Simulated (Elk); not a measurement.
Band structure of V (Im-3m, 1 atom in the cell).

```
CELL_PARAMETERS angstrom
     -1.50879     1.50879     1.50879
      1.50879    -1.50879     1.50879
      1.50879     1.50879    -1.50879
ATOMIC_POSITIONS crystal
  V  0.00000 0.00000 0.00000
```

Level of theory: Elk with PBE, all-electron FP-LAPW, Elk's shipped species files, default APW+lo basis.

Settings: xctype = 20; rgkmax = 7; stype = 3; swidth = 0.00367493 Ha; ngridk = 15 15 15; rmtscf = 0.97.

The starting cell has typed, rounded lattice constants, without a prior relaxation at this level. Its lattice was rescaled by a random factor within 2.5 % of one. Spin polarisation is off. Values depend on the basis (sphere radii, cutoffs, local orbitals), which need not be converged.

Levels in eV from the Fermi level, bands 3 to 10:
| point | 3 | 4 | 5 | 6 | 7 | 8 | 9 | 10 |
|---|---|---|---|---|---|---|---|---|
| Γ | -37.10 | -37.10 | -6.59 | 0.41 | 0.41 | 0.41 | 2.38 | 2.38 |
| H | -37.68 | -37.68 | -2.94 | -2.94 | 3.66 | 3.66 | 3.66 | 10.07 |
| N | -37.36 | -37.10 | -3.15 | -1.10 | 1.54 | 2.38 | 2.78 | 4.08 |
| P | -37.52 | -37.52 | -1.13 | -1.13 | -1.13 | 2.80 | 2.80 | 10.45 |

Bands cross the Fermi level along this path, so the cell is metallic at this level.
